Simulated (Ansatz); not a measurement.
The parent structure is Tl in the hcp (Mg type) structure (space group P6_3/mmc, No. 194; a = 3.555 Å, c = 5.516 Å; relaxed with 0.1 eV smearing). Axes: x lies along a and z along c of the hexagonal cell.

Method: Ansatz (a quantum-chemistry and plane-wave program) r2SCAN, no spin-orbit coupling, earlier PAW set.

For the base:

```
Quantity                        Result
-----------------------------  -------
Shortest interatomic distance  3.438 Å
```

It is then changed as follows: uniaxial stress, 8 GPa compression along z; all other stress components relax to zero.

Task: How does this affect the strain response, energy relative to the base and shortest interatomic distance?

Result: The strain response (xx, yy, zz) amounts to (+42.17, +42.17, −44.80) %; the energy increases by 0.203 eV/atom; the shortest interatomic distance shrinks by 0.393 Å (3.438 Å → 3.045 Å).

Beyond what the load breaks, stability against distortions was not tested. Under uniaxial stress, 8 GPa compression along z the cell changed shape so far that it is another structure.
